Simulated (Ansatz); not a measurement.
## HfC under a change: isotropic strain −1.00 %

Take HfC in the rock salt structure (space group Fm-3m, No. 225; a = 4.651 Å; relaxed with 0.1 eV smearing) as the base.

The change: every lattice vector is shortened by 1.00 %, atoms relaxed at fixed cell.

The values are results of DFT with PBE, PAW potentials and a 420 eV plane-wave cutoff in Ansatz (a program for electronic structure), without spin-orbit coupling, not measurements. Γ-centred 21×21×21 mesh, Fermi–Dirac width 0.1 eV.

The volume per atom shrinks by 0.37 Å³ to 12.21 Å³ and the space group remains Fm-3m (No. 225). The shortest interatomic distance decreases by 0.0233 Å (2.326 Å → 2.302 Å) and the energy rises by 8.5 meV/atom. The band gap remains zero.

Stability against distortions was not tested. All final runs are without spin polarisation.
